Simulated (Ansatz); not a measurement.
## Cu on the Ru site (hcp Ru host)

All values below come from PBE, PAW (plane waves to 420 eV; Ansatz, a first-principles code). Details: 48-site cell; 4×4×4 shifted k-points; start: the Ru site; no Hubbard U; energies good to tenths of an eV; the relaxation kept the symmetry of the starting site; flagged in the runs: a host that isn't quite at rest in this cell.

Neighbours after relaxation, in Å: of the Cu atom: Ru 2.67, Ru 2.67, Ru 2.67, Ru 2.67, Ru 2.67, Ru 2.67, Ru 2.73, Ru 2.73 (the shell may go on).

Formation energies E_f are those of the neutral cell. Chemical conditions: host crystal and elements as references (Δμ(Ru) = 0.00 eV, Δμ(Cu) = 0.00 eV; Cu taken from its element, since no compound that bounds it was computed at this level; only phases computed here count, gases as isolated molecules at 0 K). Reference phases: Cu: fcc Cu, Ru: hcp Ru.

```
charge         moment (μB)  largest move off a lattice site (Å)  E_f, host crystal and elements as references (eV)
------  ------------------  -----------------------------------  -------------------------------------------------
0       not spin-polarised                                 0.03                                               0.89
```

Flagged in the runs: a host that isn't quite at rest in this cell.

All states together cost about 30 core-minutes (a rough figure).
